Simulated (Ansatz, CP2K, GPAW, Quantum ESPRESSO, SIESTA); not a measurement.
## InSnTe2 (P1, 4 atoms in the cell) computed with different codes at matched settings

Self-consistent single point, at a second geometry (atoms moved at random). First geometry:

```xyz
4
Lattice="2.2324 1.2889 7.2283 -2.2324 1.2889 7.2283 0.0000 -2.5778 7.2283" Properties=species:S:1:pos:R:3 pbc="T T T"
In     0.0000     0.0000     0.0000
Sn     0.0000     0.0000    10.8425
Te     0.0000     0.0000    16.2448
Te     0.0000     0.0000     5.4402
```

Second geometry:
```
CELL_PARAMETERS angstrom
      2.23243     1.28889     7.22834
     -2.23243     1.28889     7.22834
      0.00000    -2.57779     7.22834
ATOMIC_POSITIONS crystal
  In 0.01285 0.98992 0.00287
  Sn 0.49549 0.49271 0.50602
  Te 0.75462 0.74719 0.74970
  Te 0.23705 0.27018 0.24141
```

Shared settings, as Ansatz (an electronic-structure program) writes them: kpoints.mp_grid.grid = 6 6 6; scf.occupations.method = fermi_dirac; scf.occupations.width = 0.1 eV. Potentials and cutoffs stand in the table.

```
code                                                                                                                                 model  ΔF from the first geometry (meV/atom)  pressure (GPa)  largest force (eV/Å)       cutoff
----------------  ------------------------------------------------------------------------------------------------------------------------  -------------------------------------  --------------  --------------------  -----------
CP2K                                                  LDA (Pade form), GPW, DZVP-MOLOPT-SR-GTH basis, GTH-PADE potentials (GTH_POTENTIALS)                                    5.7           -2.16                 0.261  grid 500 Ry
Quantum ESPRESSO                                                                       LDA (PZ), GBRV 1.5 ultrasoft (LDA) pseudopotentials                                    5.6           -2.94                 0.250        40 Ry
Ansatz                                                                                                 LDA (PW92), PAW files made with PBE                                    5.6           -2.58                 0.250      default
SIESTA            LDA PW92, numerical atomic orbitals TZP, PseudoDojo LDA standard norm-conserving potentials (rewritten from UPF to PSML)                                    7.7           -2.15                 0.287  grid 350 Ry
GPAW                                                                         LDA (Perdew-Wang 92), GPAW PAW datasets LDA (gpaw-data 1.0.1)                                    5.5           -2.94                 0.248       550 eV
```

Size of the force on each atom (eV/Å): Sizes of forces hide their directions.

| code | In1 | Sn2 | Te3 | Te4 |
|---|---|---|---|---|
| CP2K | 0.196 | 0.261 | 0.186 | 0.205 |
| Quantum ESPRESSO | 0.186 | 0.250 | 0.182 | 0.206 |
| Ansatz | 0.187 | 0.250 | 0.181 | 0.206 |
| SIESTA | 0.216 | 0.282 | 0.239 | 0.287 |
| GPAW | 0.183 | 0.248 | 0.183 | 0.198 |

On Ansatz's run: spin-orbit coupling is off.

The spread over the programs that give each value: ΔF from the first geometry within 2.2 meV/atom; pressure within 0.79 GPa; largest force within 0.039 eV/Å.

CP2K and SIESTA use small atom-centred bases, whose incompleteness enters pressures, forces and empty levels differently from a plane-wave cutoff. Ansatz's pressure is given at a fixed set of plane waves, as the other plane-wave codes print theirs. The same LDA comes in different parametrisations, which differ slightly. In the force vectors, SIESTA (by 0.092) lies more than 0.08 eV/Å from the median of the plane-wave programs.

The starting cell comes from a database of computed structures (which also holds hypothetical and non-ambient phases and stackings), without a prior relaxation at this level. For this run, on top of that: atoms moved at random.

Keys are those of Ansatz 0.2.
